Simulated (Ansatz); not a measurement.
Ansatz (a first-principles code) run on Cu₃Sn (I4mm, 4 atoms in the cell): self-consistent single point.

Method of the run: LDA (PW92), default PAW files made with PBE (plane waves; Ansatz).

The change in words: lattice scaled by 0.98; kpoints.mp_grid.grid: 9 9 9 → 7 7 7; scf.occupations.width: 0.1 eV → 0.05 eV. Reference geometry:
```
CELL_PARAMETERS angstrom
      0.00000     3.06761     3.06761
      3.06761     0.00000     3.06761
      3.06761     3.06761     0.00000
ATOMIC_POSITIONS crystal
  Cu 0.50815 0.50815 0.49185
  Cu 0.75000 0.75000 0.75000
  Cu 0.25000 0.25000 0.25000
  Sn 0.00000 0.00000 0.00000
```

Reference input (self-consistent single point, DFT, LDA (PW92), plane waves, default PAW files made with PBE): basis.ecutwfc = 420 eV; kpoints.mp_grid.grid = 9 9 9; hamiltonian.xc = lda; hamiltonian.pseudopotentials = {kind: paw} (the program's default PAW files); scf.occupations.method = fermi_dirac; scf.occupations.width = 0.1 eV. This run's input differs from it in these lines:

Ansatz 0.2 input:
```diff
@@ -2,5 +2,5 @@
   lattice:
-    - [0.000000, 3.067610, 3.067610]
-    - [3.067610, 0.000000, 3.067610]
-    - [3.067610, 3.067610, 0.000000]
+    - [0.000000, 3.006258, 3.006258]
+    - [3.006258, 0.000000, 3.006258]
+    - [3.006258, 3.006258, 0.000000]
   atoms:
@@ -14,3 +14,3 @@
   mp_grid:
-    grid: [9, 9, 9]
+    grid: [7, 7, 7]
 hamiltonian:
@@ -22,3 +22,3 @@
     method: fermi_dirac
-    width: 0.1
+    width: 0.05
 output:
```

The program printed (abridged):

```
SCF iter   1: F=—  HF=-25546.432504 eV  |F-HF|=—  |Δ(HF+E_count)|=         —  Δρ=1.76e-2  dr2=7.48e-2  ethr=1.77e-3  ⟨swp⟩=6.4  Hψ=6354  notcnv=0  defer=8
all-band conjugate gradients solve this SCF's bands
preconditioner: auto → Kerker (q_TF=auto, 2.853 Å⁻¹)
SCF iter   2: F=—  HF=-25546.413395 eV  |F-HF|=—  |Δ(HF+E_count)|=   1.91e-2  Δρ=3.55e-3  dr2=3.06e-3  ethr=1.05e-4  ⟨swp⟩=2.0  Hψ=2923  notcnv=0  defer=77
   [... lines left out ...]
SCF iter   5: F=—  HF=-25546.411554 eV  |F-HF|=—  |Δ(HF+E_count)|=   2.92e-5  Δρ=1.79e-4  dr2=1.76e-5  ethr=2.06e-7  ⟨swp⟩=2.3  Hψ=2333  notcnv=0  defer=77
SCF iter   6: F=—  HF=-25546.411547 eV  |F-HF|=—  |Δ(HF+E_count)|=   6.93e-6  Δρ=1.48e-4  dr2=7.45e-6  ethr=2.48e-8  ⟨swp⟩=2.0  Hψ=2371  notcnv=0  defer=77
SCF iter   7: F=—  HF=-25546.411545 eV  |F-HF|=—  |Δ(HF+E_count)|=   1.96e-6  Δρ=2.41e-5  dr2=2.23e-7  ethr=1.05e-8  ⟨swp⟩=2.0  Hψ=2699  notcnv=0  defer=77
SCF iter   8: F=-25546.411545 eV  HF=-25546.411545 eV  |F-HF|=7.82e-8  |Δ(HF+E_count)|=   3.21e-7  Δρ=9.90e-6  dr2=8.03e-8  ethr=1.41e-10  ⟨swp⟩=8.8  Hψ=7990  notcnv=0
SCF 1 converged in 8 iterations: F = -25546.411545 eV  dr2 = 8.03e-8
Free energy (F): -25546.411545 eV
Internal energy: -25546.402688 eV  (E = F + TS)
E sigma→0 (E₀):  -25546.407116 eV
Entropy (-TS):   -0.008857 eV (-2.214 meV/atom)
Fermi energy:    16.991785 eV
--- Forces (eV/Å), atoms counted from 1 ---
  atom   1  Cu     0.00000000     0.00000000    -0.13623610
  atom   2  Cu     0.00000000    -0.00000000     0.05311785
  atom   3  Cu     0.00000000     0.00000000     0.05311785
  atom   4  Sn     0.00000000     0.00000000     0.03000255
--- Stress (GPa, compression-positive) ---
       -2.118050       0.000000      -0.000000
        0.000000      -2.118050      -0.000000
       -0.000000       0.000000      -2.118759
  P = ⅓ Tr σ = -2.1183 GPa (-21.183 kbar)
  The stress holds the Pulay correction. Without it, at fixed plane waves, as pw.x and ABINIT print it: P = -2.2299 GPa
```

The run converged in 8 iterations. Against the reference run the free energy falls by 24.2 meV/atom, the pressure goes from -8.88 to -2.12 GPa and the largest force goes from 0.086 to 0.136 eV/Å.

The starting cell comes from a database of computed structures (which also holds hypothetical and non-ambient phases and stackings), without a prior relaxation at this level. Its lattice was rescaled by up to half a per cent. One atom was moved a little off its site on purpose. For this run, on top of that: lattice scaled by 0.98. Spin polarisation is off. Ansatz's pressure includes its estimate of the finite-basis (Pulay) stress.
